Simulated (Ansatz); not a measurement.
# Ge (model structure, started from the C4 type, I4₁32, No. 214, 4 atoms in the cell)

Level of theory: PBEsol in Ansatz (plane waves, PAW).

Run with plane-wave cutoff 520 eV, 14×14×14 k mesh, Fermi–Dirac smearing 0.05 eV, scalar-relativistic PAW data made under PBE.

Cell (relaxed at this level):

```yaml
crystal:
  lattice:
    - [-3.39987, 3.39987, 3.39987]
    - [3.39987, -3.39987, 3.39987]
    - [3.39987, 3.39987, -3.39987]
  atoms:
    - { symbol: Ge, position: [0.00000, 0.25000, 0.50000] }
    - { symbol: Ge, position: [0.25000, 0.50000, 0.00000] }
    - { symbol: Ge, position: [0.50000, 0.00000, 0.25000] }
    - { symbol: Ge, position: [0.25000, 0.25000, 0.25000] }
```

| Item | Value |
|---|---|
| band gap | none |
| bulk modulus B0 | 26.1 GPa |

Note: the bulk modulus is −V dP/dV from two relaxed cells at ±2 % in volume; the relaxation could raise the start's symmetry but not lower it, so the cell can be a saddle point.

Spin–orbit coupling is not included.

The result took around 2.7 core-minutes (rough).

A model structure was made by putting elements into a prototype or built by hand; it is no filed structure, need not be a known phase, and can be a saddle point held by its symmetry.

Ansatz is an electronic-structure program.
